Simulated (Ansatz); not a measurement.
## Sensitivity of a calculation on K2NaGaI6 (Fm-3m, 10 atoms in the cell) to its settings

```
CELL_PARAMETERS angstrom
      0.00000     5.67078     5.67078
      5.67078     0.00000     5.67078
      5.67078     5.67078     0.00000
ATOMIC_POSITIONS crystal
  K  0.25000 0.25000 0.25000
  K  0.75000 0.75000 0.75000
  Na 0.50000 0.50000 0.50000
  Ga 0.00000 0.00000 0.00000
  I  0.74910 0.25090 0.25090
  I  0.25090 0.74910 0.74910
  I  0.25090 0.74910 0.25090
  I  0.74910 0.25090 0.74910
  I  0.25090 0.25090 0.74910
  I  0.74910 0.74910 0.25090
```

Base run A: PBE (Ansatz, a quantum-chemistry and plane-wave program), self-consistent single point.

Its settings: basis.ecutwfc = 30.9 Ry; kpoints.mp_grid.grid = 5 5 5; hamiltonian.xc = pbe; hamiltonian.pseudopotentials = {kind: paw} (the program's default PAW files); scf.occupations.method = fermi_dirac; scf.occupations.width = 0.01 Ry.

The starting cell was generated: these elements placed on a structure prototype, without a prior relaxation; it need not be a known phase or ordering of this composition. Ansatz's pressure includes its estimate of the finite-basis (Pulay) stress. The run gives no clean gap (levels at the Fermi energy touch, overlap or are partly filled at this smearing), which alone does not show that the compound is a metal.

ΔF is the free energy per atom less that of run A. 

Run A gave: pressure (GPa) 2.33; largest force (eV/Å) 0.996; k-points 10.

Runs:
- B: scf.convergence.dr2_threshold: default (1e-07 eV) → 1e-05 eV
- C: scf.occupations.method: fermi_dirac → tetrahedron; scf.occupations.width: 0.01 Ry → default
- D: scf.occupations.width: 0.01 Ry → 0.0007 Ry
- E: kpoints.mp_grid.grid: 5 5 5 → 3 3 3
- F: scf.mixing.algorithm: default (the program chose MSR1) → anderson; scf.mixing.beta: default → 0.9
- G: scf.mixing.algorithm: default (the program chose MSR1) → anderson; scf.mixing.ndim: default → 3
- H: scf.mixing.preconditioner: default (the program chose Kerker) → ldos

### Question
What does run C change against A?

### Answer
The free energy goes up by 3.5 meV/atom, the pressure moves little (2.33 to 2.27 GPa) and the largest force goes from 0.996 to 1.047 eV/Å.

### Question
What does run D change against A?

### Answer
The free energy goes up by 3.5 meV/atom, the pressure hardly changes (2.33 to 2.27 GPa) and the largest force goes from 0.996 to 1.047 eV/Å.

| run | ΔF (meV/atom) | pressure (GPa) | largest force (eV/Å) | k-points |
|---|---|---|---|---|
| A | 0.00 | 2.33 | 0.996 | 10 |
| B | 0.00 | 2.33 | 0.997 | 10 |
| C | 3.5 | 2.27 | 1.047 | 10 |
| D | 3.5 | 2.27 | 1.047 | 10 |
| E | 0.37 | 2.34 | 1.002 | 4 |
| F | 0.00 | 2.33 | 0.996 | 10 |
| G | 0.00 | 2.33 | 0.996 | 10 |
| H | 0.00 | 2.33 | 0.996 | 10 |

Keys are those of Ansatz 0.2.
